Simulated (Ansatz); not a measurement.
## Effect of uniaxial strain ε_zz = −2.50 % on GaN

Consider GaN in the zinc blende structure (space group F-43m, No. 216; a = 4.498 Å). Axes: x, y, z lie along the cube axes.

Modification: the cell is compressed by 2.50 % along z with no lateral relaxation, atoms relaxed at fixed cell.

All numbers come from Kohn–Sham DFT with the r2SCAN functional, run in Ansatz (a first-principles code) with PAW and 500 eV plane waves, no SOC. k-mesh 13×13×13 (Γ-centred); smearing 0.05 eV (Fermi–Dirac).

| quantity | base | changed | shift |
|---|---|---|---|
| space group | F-43m (No. 216) | I-4m2 (No. 119) | – |
| shortest interatomic distance | 1.948 Å | 1.932 Å | -0.016 Å |
| energy relative to the base (free energy F) | 0 meV/atom | +6.4 meV/atom | +6.4 meV/atom |
| pressure (mean of the normal stresses, compression positive) | 0.00 GPa | 5.20 GPa | +5.20 GPa |
| band gap | 2.17 eV | 2.26 eV | +0.09 eV |
| gap character | direct at Γ | direct at Γ | – |
| electron mass | 0.17 mₑ (at Γ) | 0.18 mₑ (at Γ) | – |
| hole mass | – | 0.19 mₑ along z, 0.83 mₑ across (at Γ) | – |
| valence-band top at Γ (three highest levels, from the VBM) | 0.00, 0.00, 0.00 eV | 0.00, -0.11, -0.11 eV | – |
| valley order (the lowest conduction-band minima on the path, energy above the VBM, named in the base's zone) | Γ 2.17 eV | Γ 2.26 eV; X along [001] 3.60 eV | – |
| stress (xx, yy, zz, yz, xz, xy; compression positive) | – | (4.18, 4.18, 7.25, 0.00, 0.00, 0.00) GPa | – |

Cost of the whole job for the changed cell (relaxation, final SCF and bands): roughly 21 core-seconds.

Masses are band curvatures over ±0.01 Å⁻¹ around the edge. Stability against distortions was not tested. This is not the structure that GaN has at room temperature and ambient pressure. Labels are those of the standard path for the cell's own space group.
